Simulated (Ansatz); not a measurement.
# Hypothetical cubic perovskite SrSnSe3: response to strain

The reference is SrSnSe₃ in the cubic perovskite structure (space group Pm-3m, No. 221; a = 5.3228 Å; a hypothetical phase, not in the database extracts checked). Axes: x, y, z lie along the cube axes.

Strains are applied to the cell and any free atomic positions relax; under biaxial strain the out-of-plane vector relaxes too; under stress the whole cell relaxes.

Levels (all Ansatz, an electronic-structure program, PAW): PBE (420 eV, without spin-orbit coupling); r2SCAN (500 eV, spin-orbit coupling left out).

The base cell above is that of PBE; each level relaxes its own structures.

Notes on the quantities. energy relative to the base: free energy F.

```csv
case,"energy relative to the base, PBE","energy relative to the base, r2SCAN"
"biaxial strain −2.96 %, plane normal [001], relaxed out of plane",+19 meV/atom,+20 meV/atom
"biaxial strain −0.78 %, plane normal [111], relaxed out of plane",+0.5 meV/atom,+0.8 meV/atom
"biaxial strain +1.75 %, plane normal [111], relaxed out of plane",+2.5 meV/atom,?
isotropic strain −3.67 %,+58 meV/atom,+64 meV/atom
uniaxial strain ε_xx = +1.89 %,+2.9 meV/atom,+3.1 meV/atom
uniaxial strain ε_xx = +3.96 %,+12 meV/atom,?
tensor shear ε_xz = −2.93 %,+2.9 meV/atom,?
"uniaxial stress, 0.5 GPa tension along x",+0.3 meV/atom,?
```

### Question
Some entries are withheld; estimate them.

### Answer

- biaxial strain +1.75 %, plane normal [111], relaxed out of plane, energy relative to the base, r2SCAN: +3.6 meV/atom
- uniaxial strain ε_xx = +3.96 %, energy relative to the base, r2SCAN: +13 meV/atom
- tensor shear ε_xz = −2.93 %, energy relative to the base, r2SCAN: +4.8 meV/atom
- uniaxial stress, 0.5 GPa tension along x, energy relative to the base, r2SCAN: +0.3 meV/atom

The two levels differ by at most about 6.7 meV/atom. Near ties aside, they put the cases in the same order.

Without a gap, meshes like the base's 9×9×9 leave anisotropic stresses uncertain by several tenths of a GPa, and small strain energies with them. Beyond what the load breaks, stability against distortions was not tested. The final runs are not spin-polarised. Many cubic perovskites are stable only at high temperature; tilts and polar distortions were not tested.
